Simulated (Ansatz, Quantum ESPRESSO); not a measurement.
# Code comparison for Ni₃Al (Pm-3m, 4 atoms in the cell)

Relaxation of cell and atoms.

```
CELL_PARAMETERS angstrom
      3.57000     0.00000     0.00000
      0.00000     3.57000     0.00000
      0.00000     0.00000     3.57000
ATOMIC_POSITIONS crystal
  Al 0.00000 0.00000 0.00000
  Ni 0.00000 0.50000 0.50000
  Ni 0.50000 0.00000 0.50000
  Ni 0.50000 0.50000 0.00000
```
Moments meant for the start (each program seeds them in its own way; μB, in the order of the atoms Al Ni Ni Ni): 0.0 0.5 0.5 0.5.

Shared settings, as Ansatz (a first-principles code) writes them: kpoints.mp_grid.grid = 7 7 7; scf.occupations.method = gaussian; scf.occupations.width = 0.136 eV. Potentials and cutoffs stand in the table.

```json
[
 {"code": "Quantum ESPRESSO", "model": "PBE, PSlibrary ultrasoft (PBE) pseudopotentials", "final volume (Å³/atom)": "11.31", "size of the net moment (μB/atom)": "0.16", "cutoff": "50 Ry"},
 {"code": "Ansatz", "model": "PBE, default PAW files", "final volume (Å³/atom)": "11.34", "size of the net moment (μB/atom)": "0.19", "cutoff": "default"}
]
```

On Ansatz's run: the magnetic order is the one reached from the typed start; others were not searched systematically.

The spread over the programs that give each value: final volume within 0.03 Å³/atom; size of the net moment within 0.03 μB/atom.

The programs treat the finite-basis stress differently while the cell relaxes: Ansatz adds an estimate of it.

The starting cell has typed, rounded lattice constants, without a prior relaxation at this level.

Keys are those of Ansatz 0.2.
